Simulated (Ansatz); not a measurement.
MgB2: stress against strain

MgB2 (AlB2 type, P6/mmm, 9.479 Å³/atom at rest, c along z) under an equal strain ε in the (0001) plane with the normal axis free, as in a coherent film. PBEsol in Ansatz, a plane-wave DFT program (PAW, default set), 420 eV, 22×22×17 Γ-centred mesh, Fermi-Dirac smearing 0.10 eV; ions are relaxed within the symmetry of each cell. Stress is positive for a compressed cell.

Here s stands for strain and y for stress xx.

| strain (%) | stress xx (GPa) |
|---|---|
| -3.00 | ? |
| -1.50 | 7.79 |
| -1.00 | 5.08 |
| -0.50 | 2.48 |
| 0.00 | 0.00 |
| 0.50 | -2.37 |
| 1.00 | -4.63 |
| 1.50 | -6.79 |

The 7 complete rows are fitted with a straight line, y against s. Means: s 0, y 0.223. About the means, the sum of products is -34.005 and the sum of squares of s is 7.0000; the slope is their ratio. Least squares gives y = 0.223 - 4.8579·s. Residuals (row less fit): 0.280, -0.001, -0.172, -0.223, -0.164, 0.005, 0.274; standard error 0.228 (degrees of freedom: 5). The slope gives the biaxial elastic modulus of this plane = 486 ± 9 GPa.

Question: Estimate the missing y (s = -3.00); what did the run itself give?

Answer: y = 0.223 - 4.8579 × (-3.0) = 14.797 GPa. The calculation gives 16.70 GPa, 1.903 GPa above the prediction (8.1 % of the range of y in the table). The row lies outside the fitted rows, so this is an extrapolation. From the scatter of the fitted rows alone, a prediction at this place has a standard error of 0.355 GPa, so the miss is 5.4 times that.

One order more, fitted to all 13 runs of the series, follows each within 0.06, so the miss is the next term of a smooth law. In a metal these values are sensitive to mesh and smearing; energies are taken to zero smearing, stresses follow the free energy. Rows are the converged runs of the series near zero and its far end; series whose fitted rows scatter by over a few per cent of the range, as at a crossing or softening among them, aren't shown in this form. Most that stay on the fit to the last digits aren't either.
